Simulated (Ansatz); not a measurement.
Results of r²SCAN (Ansatz, a quantum-chemistry and plane-wave program, plane waves, PAW) for ZrSi₂ (Cmcm, No. 63).

Settings: plane-wave cutoff 500 eV, 12×12×12 k mesh, Fermi–Dirac smearing 0.05 eV, scalar-relativistic PAW data made under PBE.

Computed at the level's own relaxed cell.

### Question
What does this level give for the equilibrium volume per atom?

### Answer

* **equilibrium volume per atom**: 16.75 Å³/atom

The run finds no gap.

Note: the relaxation could not lower the start's symmetry, so the cell can be a saddle point above a distorted one.

Computed values are for the static lattice.

It cost very roughly 9 core-minutes of CPU time.
